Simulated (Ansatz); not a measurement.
BP (F-43m), Ansatz (an electronic-structure program) with PBEsol with spin-orbit coupling, rigid bands: Condition of this run: hydrostatic pressure -2 GPa (the target of the relaxation). band gap 1.12 eV, N_c = 4.15e19 cm⁻³ and N_v = 2.48e19 cm⁻³ at 300 K, conductivity masses of 0.328 mₑ (electrons) and 0.421 mₑ (holes). Take k_BT = 0.02585 eV.

Question: Find the intrinsic carrier density and the intrinsic Fermi level.

Answer: n_i = √(N_c N_v) exp(−E_g/2k_BT) = 3.21e19 × exp(−21.66) = 1.3e10 cm⁻³. The level lies (k_BT/2) ln(N_v/N_c) = -7 meV from mid-gap (positive towards the conduction band). Each 0.1 eV added to the gap lowers n_i by a factor of 6.9.

Question: What built-in voltage has an abrupt junction with N_A = 1e16 and N_D = 1e18 cm⁻³, all dopants ionised?

Answer: V_bi = E_g/e − (k_BT/e) ln(N_c N_v/(N_A N_D)) = 1.12 − 0.02585 × 11.54 = 0.82 V. It follows the computed gap one for one.

Question: A film of it is 3 nm thick. Estimate the confinement energies in an infinite well.

Answer: ħ²π²/(2m t²) = 0.376 eV·nm²/(m/mₑ × t²) gives 127 meV for electrons and 99.2 meV for holes, so the gap would widen to about 1.35 eV. Finite barriers and nonparabolic bands lower this, and with several valleys or bands the heaviest mass along the normal sets the lowest level, not this average.

Rigid, parabolic bands with the computed gap; masses take one relaxation time for all states.
